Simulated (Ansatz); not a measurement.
Cost and result by functional for the surface energy of the (0001) surface of hcp Be in its 1x1 cell, outermost plane spacing 1.78 Å in the ideal cut, in Ansatz (plane waves, PAW). Single points on the PBE structure, on one kind of machine; costs are rough ratios of the slab run's core time (references not counted) to the cheapest single point. r2SCAN's cost holds its higher cutoff (500 against 420 eV). Differences are taken against r2SCAN for comparison alone: no measured value is at hand, so the table doesn't rank accuracy.

Slab: 7 atoms, 10.7 Å thick at the start; k 19x19x1, smearing 0.1 eV, dipole-corrected; all atoms relaxed; symmetry of the start imposed; no spin, no spin-orbit, no U. These notes are the PBE run's.

```csv
functional,relative cost,surface energy (J/m²),less r2SCAN (J/m²)
LDA,1,2.16,0.27
PBEsol,1,2.01,0.12
RPBE,1,1.64,-0.25
r2SCAN,2,1.89,0.00
PBE (the relaxed run's value),–,1.82,-0.06
```

The values span 0.52 J/m², while the single points' costs differ by a factor of roughly 2. Differences are of unrounded values.

Ansatz is a first-principles code.
